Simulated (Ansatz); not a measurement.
# WO3: response to strain

Base system: WO3 (space group Pbcm, No. 57; a = 3.8859 Å, b = 7.6568 Å, c = 7.4766 Å; a cell from a computed database, its experimental status unchecked). Axes: x, y, z lie along a, b, c of the conventional cell.

Strains are applied to the cell and any free atomic positions relax.

All numbers come from PBEsol, PAW, 420 eV (Ansatz, a quantum-chemistry and plane-wave program; scalar-relativistic without spin-orbit coupling).

Notes on the quantities. energy relative to the base: free energy F.

```csv
variant,smallest direct gap,volume per atom,energy relative to the base
base,1.20 eV,13.90 Å³,0 meV/atom
isotropic strain −1.36 %,1.18 eV,13.34 Å³,+13 meV/atom
uniaxial strain ε_xx = −2.03 %,1.17 eV,13.62 Å³,+4.6 meV/atom
tensor shear ε_yz = +1.37 %,1.19 eV,13.90 Å³,+2.2 meV/atom
```

Spin-orbit coupling, missing from the scalar runs, can matter with W. No phonon test of stability was made.
